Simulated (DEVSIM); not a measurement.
## GaN p-n junction from an implanted or diffused profile

Structure: GaN p-n junction from an implanted or diffused profile, at 250 K.

```
layer (left to right)  material  thickness (μm)  Nd (cm⁻³)  τn (s)  τp (s)
---------------------  --------  --------------  ---------  ------  ------
1                           GaN            12.0     6.2e15  7.9e-9  7.9e-9
```

Added acceptor profile: 1.6e18 cm⁻³ × exp(−(x − 0.059 μm)²/(2·(0.21 μm)²)). Left contact: ohmic. Right contact: ohmic. Voltage is applied to the left contact. Recombination: SRH at mid-gap, radiative, Auger. Mobility is μmin + (μ − μmin)/(1 + (N/Nref)^α).

The device is made up for the run: typed textbook-type constants, with dimensions and the other settings drawn at random. Values at 300 K; Nc and Nv go as T^1.5, mobilities as T to minus their exponent, the gap by Varshni's rule with the affinity fixed.

| parameter | GaN |
|---|---|
| gap (eV) | 3.43 |
| affinity (eV) | 4.1 |
| permittivity | 9.5 |
| Nc (cm⁻³) | 2.3e18 |
| Nv (cm⁻³) | 4.6e19 |
| μn (cm²/Vs) | 1200 |
| μp (cm²/Vs) | 100 |
| μn,min | 55 |
| μp,min | 3 |
| Nref,n | 2e17 |
| Nref,p | 3e17 |
| αn | 1 |
| αp | 2 |
| T exponent of μn | 1.5 |
| T exponent of μp | 2 |
| B (cm³/s) | 1e-11 |
| Cn (cm⁶/s) | 1e-30 |
| Cp (cm⁶/s) | 1e-30 |
| Varshni α (eV/K) | 0.00091 |
| Varshni β (K) | 830 |

Simulated with DEVSIM: 1D drift-diffusion, Boltzmann statistics, complete ionisation; no tunnelling, impact ionisation, image-force lowering or self-heating.

```yaml
potential_step_across_the_device_at_zero_bias: 3.261 V
Dark forward voltage at 1 A/cm²: 3.075 V
Dark forward voltage at 100 A/cm²: 3.252 V
```

Small-signal capacitance in reverse bias (quasi-static):

```json
[
 {"V (V)": "-0.04", "C (nF/cm²)": "10.5"},
 {"V (V)": "-0.1", "C (nF/cm²)": "10.4"},
 {"V (V)": "-0.2", "C (nF/cm²)": "10.2"},
 {"V (V)": "-0.3", "C (nF/cm²)": "10.1"},
 {"V (V)": "-0.4", "C (nF/cm²)": "9.97"},
 {"V (V)": "-0.6", "C (nF/cm²)": "9.72"},
 {"V (V)": "-0.8", "C (nF/cm²)": "9.48"},
 {"V (V)": "-1", "C (nF/cm²)": "9.27"},
 {"V (V)": "-1.3", "C (nF/cm²)": "8.97"},
 {"V (V)": "-1.6", "C (nF/cm²)": "8.70"},
 {"V (V)": "-2", "C (nF/cm²)": "8.38"}
]
```

Dark forward current:

```tsv
V (V)	J (A/cm²)
1.85	1.1e-14
2.00	3.8e-13
2.10	4.1e-12
2.25	1.5e-10
2.40	5.4e-9
2.50	6.0e-8
2.65	2.3e-6
2.80	9.9e-5
2.95	0.0078
3.05	0.37
3.20	42
3.35	340
3.45	830
3.60	2100
```
